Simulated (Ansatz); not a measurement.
The starting structures come from a database of crystals and need not be the phases stable at ambient conditions.

 Where the default PAW files enter, the runs use the earlier of Ansatz's two default sets.

Inside the gap of an insulator the Bloch states are evanescent, with a wavenumber k + iκ along the transport direction.

Given:

```
CELL_PARAMETERS angstrom
      5.98167     0.00000     0.00000
      1.99389     6.10224     0.00000
      2.99084     0.00000     1.72676
ATOMIC_POSITIONS crystal
  K  0.50000 0.50000 0.00000
  Tl 0.00000 0.00000 0.00000
  O  0.26792 0.19624 0.00000
  O  0.73208 0.80376 0.00000
```

Space group of this cell: R-3m. The cell is taken as given.

Transport runs along the normal of the first two printed cell vectors, the (110) plane of the conventional cell.

The gap is the functional's own. No spin-orbit coupling. Mid-gap values are interpolated on the energy grid.

Q: Predict the band gap and the smallest decay constant κ at mid-gap from r2SCAN (Ansatz, an electronic-structure program).

A: Gap 1.29 eV on a 18×18×18 mesh; κ = 0.197 1/Å, at the zone centre.
